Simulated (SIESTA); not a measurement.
A working SIESTA input for Bi2Te3 (P1, 5 atoms in the cell) (DFT, GGA PBEsol, numerical atomic orbitals DZP, PseudoDojo PBEsol standard norm-conserving potentials (rewritten from UPF to PSML)):

```
# files in the folder: Bi.psml Te.psml (PseudoDojo PBEsol standard)
SystemName  Bi2Te3
SystemLabel siesta

NumberOfAtoms                5
NumberOfSpecies              2
%block ChemicalSpeciesLabel
  1 83 Bi
  2 52 Te
%endblock ChemicalSpeciesLabel
LatticeConstant              1.0 Bohr
%block LatticeVectors
     4.174527841    2.410164258   20.319153543
    -4.174527841    2.410164258   20.319153543
     0.000000000   -4.820330406   20.319153543
%endblock LatticeVectors
AtomicCoordinatesFormat      Bohr
%block AtomicCoordinatesAndAtomicSpecies
    -0.120902675    0.082633771   36.843156545  1
     0.064713531   -0.342422512   24.063262371  1
    -0.054936786    0.181233282   47.641872292  2
     0.059896125    0.114265506   13.279603117  2
     0.051229806   -0.035713826    0.087026935  2
%endblock AtomicCoordinatesAndAtomicSpecies

XC.functional                GGA
XC.authors                   PBEsol
PAO.BasisSize                DZP
PAO.EnergyShift              0.01 Ry
MeshCutoff                   300 Ry
%block kgrid.MonkhorstPack
    3   0   0  0.0
    0   3   0  0.0
    0   0   3  0.0
%endblock kgrid.MonkhorstPack
OccupationFunction           MP
OccupationMPOrder            0
ElectronicTemperature        116.05 K

MaxSCFIterations             150
SCF.Mixer.Method             Pulay
SCF.Mixer.Weight             0.1
SCF.Mixer.History            8
SCF.DM.Tolerance             1.0E-04
Diag.ParallelOverK           true
WriteForces                  true
Charge.Mulliken              end
```

The run converged in 13 iterations: free energy E − TS -12980.2599 eV; top of the valence band (on the code's own zero) -4.00 eV; gap on the k-point mesh 0.62 eV; pressure -0.61 GPa; largest force (vector length) 1.008 eV/Å. Each of these slips is then made, one at a time:

(1)
```diff
-SystemName  Bi2Te3
+SystemName  siesta
-AtomicCoordinatesFormat      Bohr
+AtomicCoordinatesFormat      Fractional
```

(2)
```diff
-MeshCutoff                   300 Ry
+MeshCutoff                   300 eV
```

Q: Predict the outcome of each change.

A: 
(1) Fractional and Cartesian coordinates mixed up. The run converged in 19 iterations without an error; against the sound input the free energy goes up by 174 eV/atom, the pressure goes from -0.61 to 793.8 GPa, the largest force goes from 1.008 to 2922 eV/Å and no clean gap remains on the mesh (levels overlap or are partly filled), against 0.62 eV before.

(2) An energy in the wrong unit. The run converged in 13 iterations without an error; against the sound input the free energy goes down by 6.34 eV/atom, the pressure goes from -0.61 to 39.29 GPa, the largest force goes from 1.008 to 90.59 eV/Å and the gap on the mesh goes from 0.617 to 0.679 eV.

The starting cell comes from a database of computed structures (which also holds hypothetical and non-ambient phases and stackings), without a prior relaxation at this level. Its atoms were displaced at random from the sites of space group no. 166. Spin-orbit coupling is off. Values carry the incompleteness of an atom-centred basis. In the base run, forces exceed 1 eV/Å.

Left out of this page: 4 runs of the series outside the window shown, repeating another row's setting, or not comparable.
